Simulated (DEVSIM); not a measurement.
Device: illuminated Si p-on-n cell, one wavelength, with a back-surface field, at 300 K.

Layer 1 from the left is Si, thickness (μm) 0.0950, Na (cm⁻³) 1.5e18, τn (s) 5.8e-6, τp (s) 2.2e-6, absorption coefficient (cm⁻¹) 33000. Layer 2 from the left is Si, thickness (μm) 130, Nd (cm⁻³) 2.4e17, τn (s) 1.8e-5, τp (s) 1.8e-5, absorption coefficient (cm⁻¹) 33000. Layer 3 from the left is Si, thickness (μm) 0.400, Nd (cm⁻³) 3e18, τn (s) 1.8e-5, τp (s) 1.8e-5, absorption coefficient (cm⁻¹) 33000.

Left contact: ohmic, minority electron recombination velocity 1e5 cm/s. Right contact: ohmic, minority hole recombination velocity 1000 cm/s. Voltage is applied to the left contact. Recombination: SRH at mid-gap, radiative, Auger. Light enters at the left, 4.5e16 photons cm⁻² s⁻¹, one pass, no reflection. Mobility is μmin + (μ − μmin)/(1 + (N/Nref)^α).

Constants are typed, rounded textbook-type inputs, not results; the design itself was drawn at random and stands for no fabricated device. Values at 300 K.

Si: gap (eV) 1.124, affinity (eV) 4.05, permittivity 11.7, Nc (cm⁻³) 2.86e19, Nv (cm⁻³) 3.1e19, μn (cm²/Vs) 1417, μp (cm²/Vs) 470, μn,min 52, μp,min 45, Nref,n 9.7e16, Nref,p 2.2e17, αn 0.68, αp 0.72, B (cm³/s) 4.7e-15, Cn (cm⁶/s) 2.8e-31, Cp (cm⁶/s) 9.9e-32.

Model (solved in DEVSIM): 1D drift-diffusion, Boltzmann statistics, complete ionisation; no tunnelling, impact ionisation, image-force lowering or self-heating.

Task: What does the simulation give for the open-circuit voltage, the share of generated pairs collected at short circuit?

Result: open-circuit voltage 0.583 V; share of generated pairs collected at short circuit 0.981.
